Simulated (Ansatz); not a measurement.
**Response to strain in BaTiO3**

Start from BaTiO₃ in the cubic perovskite structure (space group Pm-3m, No. 221).

```
BaTiO3
1.0
    3.99403     0.00000     0.00000
    0.00000     3.99403     0.00000
    0.00000     0.00000     3.99403
Ba Ti O
1 1 3
Direct
  0.00000   0.00000   0.00000
  0.50000   0.50000   0.50000
  0.00000   0.50000   0.50000
  0.50000   0.50000   0.00000
  0.50000   0.00000   0.50000
```

Cartesian axes are those of the cell as printed.

Strains are applied to the cell and any free atomic positions relax; under biaxial strain the out-of-plane vector relaxes too.

Computed with Ansatz (a first-principles code) r2SCAN, no SOC.

Notes on the quantities. energy relative to the base: free energy F; pressure: mean of the normal stresses, compression positive.

| case | energy relative to the base | band gap | volume per atom | pressure |
|---|---|---|---|---|
| base | 0 meV/atom | 2.17 eV | 12.74 Å³ | 0.00 GPa |
| biaxial strain +2.83 %, plane normal [110], relaxed out of plane | +23 meV/atom | … | 13.27 Å³ | -6.52 GPa |
| isotropic strain −3.00 % | +65 meV/atom | 2.39 eV | 11.63 Å³ | 20.25 GPa |
| isotropic strain −2.92 % | +61 meV/atom | 2.39 eV | 11.66 Å³ | 19.59 GPa |
| isotropic strain −0.60 % | +2.4 meV/atom | 2.22 eV | 12.51 Å³ | 3.40 GPa |
| uniaxial strain ε_xx = +4.16 % | +19 meV/atom | … | 13.27 Å³ | -6.36 GPa |
| uniaxial strain ε_yy = +1.08 % | +1.4 meV/atom | 2.12 eV | 12.88 Å³ | -1.87 GPa |
| uniaxial strain ε_zz = +0.96 % | +1.1 meV/atom | 2.13 eV | 12.87 Å³ | -1.67 GPa |

**Question.** Fill in the withheld entries from the trend.

**Answer.** 
- biaxial strain +2.83 %, plane normal [110], relaxed out of plane, band gap: 1.93 eV
- uniaxial strain ε_xx = +4.16 %, band gap: 1.99 eV

Stability against distortions was not tested. All final runs are without spin polarisation. Many cubic perovskites are stable only at high temperature; tilts and polar distortions were not tested. This is not the structure that BaTiO3 has at room temperature and ambient pressure.
